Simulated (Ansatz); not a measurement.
Data:

```yaml
crystal:
  lattice:
    - [8.34589, 0.00000, 0.00000]
    - [4.17294, 7.22775, 0.00000]
    - [4.17294, -2.40925, 3.36658]
  atoms:
    - { symbol: Cs, position: [0.00000, 0.00000, 0.00000] }
    - { symbol: Pb, position: [0.00000, 0.50000, 0.50000] }
    - { symbol: Br, position: [0.50000, 0.00000, 0.00000] }
    - { symbol: Br, position: [0.00000, 0.50000, 0.00000] }
    - { symbol: Br, position: [0.50000, 0.50000, 0.00000] }
```

No spin polarisation.

Level of theory: Kohn–Sham DFT with the PBEsol functional, run in Ansatz (a first-principles code) with PAW and 420 eV plane waves, no spin-orbit coupling. Γ-centred 6×6×6 mesh, Fermi–Dirac width 0.05 eV.

Problem. What is the computed band gap?

Solution. 1.42 eV.

Problem. Predict the hole mass.

Solution. 0.13 mₑ (at R).

With Pb present, leaving out spin-orbit coupling can change the band edges. The cells carry an imposed strain or load. Effective masses come from finite differences of ±0.01 Å⁻¹. Whether these cells are dynamically stable was not tested. The cell was made from CsPbBr₃ in the cubic perovskite structure (space group Pm-3m, No. 221) by this change: biaxial strain +0.50 %, plane normal [111], relaxed out of plane. Many cubic perovskites are stable only at high temperature; tilts and polar distortions were not tested. This is not the structure that CsPbBr3 has at room temperature and ambient pressure.
